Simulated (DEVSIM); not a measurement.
System: illuminated Si n-on-p cell, one wavelength, with a back-surface field, at 300 K.

```
layer (left to right)  material  thickness (μm)  Nd (cm⁻³)  Na (cm⁻³)  τn (s)  τp (s)  absorption coefficient (cm⁻¹)
---------------------  --------  --------------  ---------  ---------  ------  ------  -----------------------------
1                            Si           0.770       7e17          -  5.1e-9  1.7e-8                           1600
2                            Si             130          -     9.3e16  1.3e-7  1.3e-7                           1600
3                            Si           0.960          -     6.9e18  1.3e-7  1.3e-7                           1600
```

Left contact: ohmic, minority hole recombination velocity 300 cm/s. Right contact: ohmic, minority electron recombination velocity 800 cm/s. Voltage is applied to the left contact. Recombination: SRH at mid-gap, radiative, Auger. Light enters at the left, 2.9e16 photons cm⁻² s⁻¹, one pass, no reflection. Mobility is μmin + (μ − μmin)/(1 + (N/Nref)^α).

The device is made up for the run: typed textbook-type constants, with dimensions and the other settings drawn at random. Values at 300 K.

```csv
parameter,Si
gap (eV),1.124
affinity (eV),4.05
permittivity,11.7
Nc (cm⁻³),2.86e19
Nv (cm⁻³),3.1e19
μn (cm²/Vs),1417
μp (cm²/Vs),470
"μn,min",52
"μp,min",45
"Nref,n",9.7e16
"Nref,p",2.2e17
αn,0.68
αp,0.72
B (cm³/s),4.7e-15
Cn (cm⁶/s),2.8e-31
Cp (cm⁶/s),9.9e-32
```

Simulated with DEVSIM: 1D drift-diffusion, Boltzmann statistics, complete ionisation; no tunnelling, impact ionisation, image-force lowering or self-heating.

The photon flux was swept, all else fixed.

| photon flux (cm^-2 s^-1) | open-circuit voltage (V) | short-circuit current (mA/cm²) | largest power (mW/cm²) | fill factor |
|---|---|---|---|---|
| 8.7e14 | 0.440 | 0.105 | 0.0339 | 0.74 |
| 2.9e15 | 0.477 | 0.349 | 0.127 | 0.77 |
| 8.7e15 | 0.508 | 1.05 | 0.416 | 0.78 |
| 2.9e16 | 0.541 | 3.49 | 1.51 | 0.80 |
| 8.7e16 | 0.570 | 10.5 | 4.86 | 0.81 |
| 2.9e17 | 0.602 | 34.9 | 17.3 | 0.82 |
| 8.7e17 | 0.631 | 105 | 54.6 | 0.83 |

From the first row to the last the open-circuit voltage goes from 0.440 to 0.631. From the first row to the last the short-circuit current goes from 0.105 to 105.
